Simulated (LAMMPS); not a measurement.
Pressure dependence of Co (hcp) at 2300 K, from the melt.

All values are model results, not measurements: classical MD, pair style meam, file MoCoNiVFeAlCr_2nn.meam (LAMMPS).

```json
[
 {"P (GPa)": "0", "state": "liquid", "volume": "12.989 ± 0.004 Å³/atom", "coordination number": "11.5 (counted to 3.30 Å)", "self-diffusion coefficient of Co (not corrected for cell size)": "(9.1 ± 0.4) × 10^-5 cm²/s"},
 {"P (GPa)": "2", "state": "liquid", "volume": "12.671 ± 0.003 Å³/atom", "coordination number": "12.1 (counted to 3.34 Å)", "self-diffusion coefficient of Co (not corrected for cell size)": "(7.9 ± 0.2) × 10^-5 cm²/s"},
 {"P (GPa)": "5", "state": "liquid", "volume": "12.291 ± 0.003 Å³/atom", "coordination number": "12.1 (counted to 3.30 Å)", "self-diffusion coefficient of Co (not corrected for cell size)": "(7.1 ± 0.3) × 10^-5 cm²/s"}
]
```

Caution (rows 2; 5): a run this short can hold a crystal over, or a liquid under, the potential's own melting point, which these runs don't give.

Estimate the isothermal bulk modulus at zero pressure. A parabola P(ln V) through the three points gives −dP/d ln V = 72 GPa at zero pressure.

States go by the mean squared displacement: a species diffuses where it passes 1.5 Å², still rises and gives D over 1e-6 cm²/s; a crystal has left its structure where atoms lie 0.35 Å off their sites on average or a cubic box changes its shape by 3 %, or the axial ratios of another lie 8 % off the starting cell's, which the potential's own relaxation can also do.

Errors of D are the spread over four groups of atoms in one short run; a floor of about 5 %, a picked value, is safer.

Uncertainties are statistical and leave out the potential's own error.
